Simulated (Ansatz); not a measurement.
Carrier properties of CaO (Fm-3m)

Consider the following.

```yaml
crystal:
  lattice:
    - [0.00000, 2.38357, 2.38357]
    - [2.38357, 0.00000, 2.38357]
    - [2.38357, 2.38357, 0.00000]
  atoms:
    - { symbol: Ca, position: [0.00000, 0.00000, 0.00000] }
    - { symbol: O, position: [0.50000, 0.50000, 0.50000] }
```

Level of theory: PBEsol, rigid bands (plane waves, PAW, scalar-relativistic; Ansatz, a first-principles code). How the cell was made: cell and atoms relaxed with PBEsol.

```yaml
band_gap: 3.55 eV
electron conductivity mass (300 K, dilute): 0.56 mₑ
hole conductivity mass (300 K, dilute): 1.35 mₑ
effective density of states N_c (300 K): 3.8e19 cm⁻³
effective density of states N_v (300 K): 1.5e20 cm⁻³
density_of_states_mass_electrons: 1.31 mₑ
density_of_states_mass_holes: 3.3 mₑ
Seebeck coefficient, n-type 1e19 cm⁻³, 300 K: -331 μV/K
best n-type power factor at 300 K for τ = 10 fs (best axis; densities from 1e16 to 1e21 cm⁻³ tried, whether or not they can be reached): 11.3 μW/(cm·K²) at 1e20 cm⁻³
Seebeck coefficient, p-type 1e19 cm⁻³, 300 K: 449 μV/K
```

Rigid bands; masses and Seebeck coefficients take one relaxation time τ for all states and one kind of carrier; polarons and phonon drag are left out. Spin-orbit coupling is left out; where it splits the top of the valence band, N_v and the p-type Seebeck coefficient come out somewhat high without it.
